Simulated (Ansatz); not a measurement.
The parent structure is Ag2O (space group Pn-3m, No. 224; a = 4.812 Å).

Computed with PBE (Ansatz, a program for electronic structure, PAW, no spin-orbit coupling).

For the base:

The density is 6.91 g/cm³ and the band gap is zero.

Modification: cell and atoms relaxed at a pressure of 10 GPa.

Task: Predict the new density.

Result: The density increases by 0.786 g/cm³, from 6.91 g/cm³ to 7.69 g/cm³.

Task: How does this affect the band gap?

Result: The band gap goes from zero to 0.11 eV.

Load acts through the strain it causes; cell and atoms are relaxed under it. Whether these cells are dynamically stable was not tested. No other phases were tried under pressure. No Hubbard U is applied, and correlation can decide whether such a compound is a metal. All final runs are without spin polarisation. The zero or small gap of Ag2O can change with the level of theory.
